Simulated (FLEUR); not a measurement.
Band structure of TiCrB4 (P6/mmm, 6 atoms in the cell).

```xyz
6
Lattice="3.0163 0.0000 0.0000 -1.5082 2.6122 0.0000 0.0000 0.0000 6.1316" Properties=species:S:1:pos:R:3 pbc="T T T"
Ti     0.0000     0.0000     3.0658
Cr     0.0000     0.0000     0.0000
B      0.0000     1.7415     4.6575
B      1.5082     0.8707     1.4741
B      1.5082     0.8707     4.6575
B      0.0000     1.7415     1.4741
```

Level of theory: LDA (Vosko-Wilk-Nusair), all-electron FLAPW (FLEUR), scalar-relativistic valence run with FLEUR.

Settings: Kmax = 4 1/bohr; GmaxXC = 16 1/bohr; xcFunctional = vwn; jspins = 1; l_soc = F; mode = hist; fermiSmearingEnergy = 0.00499791 Htr; mesh (inpgen div1-3) = 10 10 5; inpgen gamma flag = true; Gmax = 16 1/bohr; numbands = 0; maxIterBroyd = 15; imix = Anderson; alpha = 0.05.

The starting cell comes from a database of computed structures (which also holds hypothetical and non-ambient phases and stackings), without a prior relaxation at this level. Spin polarisation is off. Values depend on the basis (sphere radii, cutoffs, local orbitals), which need not be converged.

Levels in eV from the Fermi level, bands 16 to 23:
```json
[
 {"point": "Γ", "16": "-1.67", "17": "-1.67", "18": "-0.97", "19": "-0.97", "20": "-0.53", "21": "-0.53", "22": "0.99", "23": "1.08"},
 {"point": "M", "16": "-3.88", "17": "-3.53", "18": "-3.02", "19": "0.16", "20": "0.24", "21": "0.71", "22": "2.48", "23": "2.74"},
 {"point": "K", "16": "-3.91", "17": "-2.32", "18": "-2.32", "19": "-0.03", "20": "0.24", "21": "0.24", "22": "2.13", "23": "3.20"},
 {"point": "A", "16": "-2.36", "17": "-1.38", "18": "-1.38", "19": "-0.71", "20": "0.32", "21": "0.32", "22": "0.39", "23": "1.35"},
 {"point": "L", "16": "-3.70", "17": "-3.45", "18": "-2.95", "19": "0.24", "20": "0.25", "21": "1.28", "22": "1.84", "23": "2.63"},
 {"point": "H", "16": "-3.53", "17": "-3.06", "18": "-3.06", "19": "0.02", "20": "1.11", "21": "1.11", "22": "1.99", "23": "1.99"}
]
```
